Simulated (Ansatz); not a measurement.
Consider BP in the zinc blende structure (space group F-43m, No. 216; a = 4.5364 Å).

Calculations: r2SCAN, PAW, 500 eV (Ansatz, a program for electronic structure; without spin-orbit coupling), earlier PAW set.

Before the change:

```
Quantity                                               Result
-----------------------------  ------------------------------
Density                                            2.97 g/cm³
Shortest interatomic distance                         1.964 Å
Band gap                                              1.41 eV
Gap character                  indirect, Γ → Γ–X (83 % along)
```

The change: Bi takes the place of P on all its sites; the structure is relaxed again.

Problem. What happens to the density?

Solution. The density increases by 5.84 g/cm³, from 2.97 g/cm³ to 8.81 g/cm³.

Problem. Estimate the effect on the shortest interatomic distance.

Solution. The shortest interatomic distance goes up by 0.414 Å to 2.378 Å.

Problem. Predict the new band gap.

Solution. The band gap shrinks by 1.04 eV, from 1.41 eV to 0.37 eV.

Problem. How does this affect the gap character?

Solution. The gap character changes from indirect, Γ → Γ–X (83 % along) to direct at Γ.

With Bi present, leaving out spin-orbit coupling can change the band edges. Whether these cells are dynamically stable was not tested. As relaxed here, BiB is a hypothetical phase, not in the database extracts checked.
